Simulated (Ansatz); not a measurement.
# AlRu in the CsCl type structure (space group Pm-3m, No. 221)

```yaml
crystal:
  lattice:
    - [2.97636, 0.00000, 0.00000]
    - [0.00000, 2.97636, 0.00000]
    - [0.00000, 0.00000, 2.97636]
  atoms:
    - { symbol: Al, position: [0.50000, 0.50000, 0.50000] }
    - { symbol: Ru, position: [0.00000, 0.00000, 0.00000] }
```

Method: PBEsol in Ansatz (plane waves to 420 eV, PAW, no SOC). Settings: 16×16×16 k-points, 0.05 eV Fermi–Dirac smearing.

| Item | Value |
|---|---|
| Volume per atom | 13.18 Å³ |
| Density | 8.06 g/cm³ |
| Band gap | zero |
| Total energy | -3171.152 eV/atom (σ→0; compares only within this code and set-up) |

Stability against distortions was not tested. The final runs are not spin-polarised.

Ansatz is a first-principles code.
